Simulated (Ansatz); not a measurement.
Consider Li in the bcc (W type) structure (space group Im-3m, No. 229; a = 3.477 Å). Axes: x, y, z lie along the cube axes.

Method: r2SCAN (Ansatz, a program for electronic structure, PAW, no spin-orbit coupling).

Strains are applied to the cell and any free atomic positions relax; under biaxial strain the out-of-plane vector relaxes too.

One change was made to it. Results:

The shortest interatomic distance drops by 0.056 Å (3.012 Å → 2.956 Å); the energy rises by 3.2 meV/atom; the pressure (mean of the normal stresses, compression positive) goes from zero to 0.8 GPa.

### Question
Which of these changes matches the shifts?
(A) biaxial strain −0.46 %, plane normal [111], relaxed out of plane
(B) biaxial strain +0.68 %, plane normal [001], relaxed out of plane
(C) isotropic strain +5.60 %
(D) uniaxial strain ε_yy = −5.68 %

### Answer
D, uniaxial strain ε_yy = −5.68 %. For comparison, the energy relative to the base in the other runs: biaxial strain +0.68 %, plane normal [001], relaxed out of plane gives 0.0 meV/atom; biaxial strain −0.46 %, plane normal [111], relaxed out of plane gives +0.1 meV/atom; isotropic strain +5.60 % gives +21 meV/atom.

Without a gap, meshes like the base's 19×19×19 leave anisotropic stresses uncertain by several tenths of a GPa, and small strain energies with them. No phonon test of stability was made.
